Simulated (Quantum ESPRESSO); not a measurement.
A self-consistent single point of SrMg₂ (P1, 6 atoms in the cell) with Quantum ESPRESSO.

Level of theory: PBEsol, PseudoDojo standard norm-conserving (PBESOL) pseudopotentials (plane waves; Quantum ESPRESSO).

The change in words: atoms moved at random. Reference geometry:
```yaml
crystal:
  lattice:
    - [0.00000, 4.54476, 4.54476]
    - [4.54476, 0.00000, 4.54476]
    - [4.54476, 4.54476, 0.00000]
  atoms:
    - { symbol: Sr, position: [0.50000, 0.50000, 0.50000] }
    - { symbol: Sr, position: [0.75000, 0.75000, 0.75000] }
    - { symbol: Mg, position: [0.12500, 0.12500, 0.62500] }
    - { symbol: Mg, position: [0.12500, 0.62500, 0.12500] }
    - { symbol: Mg, position: [0.12500, 0.12500, 0.12500] }
    - { symbol: Mg, position: [0.62500, 0.12500, 0.12500] }
```

Reference input (self-consistent single point, DFT, PBEsol, plane waves, PseudoDojo standard norm-conserving (PBESOL) pseudopotentials): ecutwfc = 85 Ry; occupations = smearing; smearing = gauss; degauss = 0.0036749 Ry; potentials = {Sr: Sr.upf, Mg: Mg.upf}; K_POINTS = automatic 4 4 4 0 0 0; conv_thr = 1e-09 Ry. This run's input differs from it in these lines:

```diff
@@ -24,8 +24,8 @@
 ATOMIC_POSITIONS {alat}
-Sr    0.7071067812    0.7071067812    0.7071067812
-Sr    1.0606601718    1.0606601718    1.0606601718
-Mg    0.5303300859    0.5303300859    0.1767766953
-Mg    0.5303300859    0.1767766953    0.5303300859
-Mg    0.1767766953    0.1767766953    0.1767766953
-Mg    0.1767766953    0.5303300859    0.5303300859
+Sr    0.7069264690    0.7057215590    0.7084615978
+Sr    1.0532192871    1.0663092479    1.0545535976
+Mg    0.5314678207    0.5176467116    0.1738450306
+Mg    0.5311708359    0.1866436633    0.5351645750
+Mg    0.1790825705    0.1689221532    0.1724895069
+Mg    0.1801135322    0.5367371804    0.5374662075
 K_POINTS {automatic}
```

Output, abridged:

```
     Self-consistent Calculation

     iteration #  1     ecut=    85.00 Ry     beta= 0.70

     Threshold (ethr) on eigenvalues was too large:
     Diagonalizing with lowered threshold

     total energy              =    -611.27915815 Ry
     estimated scf accuracy    <       0.02517342 Ry

     iteration #  2     ecut=    85.00 Ry     beta= 0.70

     total energy              =    -611.28294728 Ry
     estimated scf accuracy    <       0.00839296 Ry

     iteration #  3     ecut=    85.00 Ry     beta= 0.70

     total energy              =    -611.28464513 Ry
     estimated scf accuracy    <       0.00051851 Ry

   [... 4 blocks of this kind left out ...]

     iteration #  8     ecut=    85.00 Ry     beta= 0.70

     total energy              =    -611.28469926 Ry
     estimated scf accuracy    <          2.5E-09 Ry

     iteration #  9     ecut=    85.00 Ry     beta= 0.70
     End of self-consistent calculation

     the Fermi energy is     5.6593 ev

!    total energy              =    -611.28469926 Ry
     estimated scf accuracy    <          4.2E-10 Ry
     smearing contrib. (-TS)   =      -0.00122008 Ry
     internal energy E=F+TS    =    -611.28347918 Ry

     convergence has been achieved in   9 iterations

     Forces acting on atoms (cartesian axes, Ry/au):

     atom    1 type  1   force =     0.00106112    0.00121908   -0.00128669
     atom    2 type  1   force =     0.00618224   -0.00412097    0.00473745
     atom    3 type  2   force =    -0.00238973    0.00685950   -0.00038368
     atom    4 type  2   force =    -0.00132683   -0.00588553   -0.00065572
     atom    5 type  2   force =    -0.00158132    0.00626393    0.00458975
     atom    6 type  2   force =    -0.00194548   -0.00433601   -0.00700110

     Total force =     0.017495     Total SCF correction =     0.000029

          total   stress  (Ry/bohr**3)                   (kbar)     P=       -6.07
  -0.00004344  -0.00000320   0.00000164           -6.39       -0.47        0.24
  -0.00000320  -0.00003974   0.00000079           -0.47       -5.85        0.12
   0.00000164   0.00000079  -0.00004059            0.24        0.12       -5.97

   JOB DONE.
```

The run converged in 9 iterations. Against the reference run the free energy rises by 5.7 meV/atom, the pressure hardly changes (-0.68 to -0.61 GPa) and the largest force goes from 0.000 to 0.227 eV/Å.

The starting cell comes from a database of computed structures (which also holds hypothetical and non-ambient phases and stackings), without a prior relaxation at this level. For this run, on top of that: atoms moved at random.

Cost on one core of a shared machine: roughly 6 min.
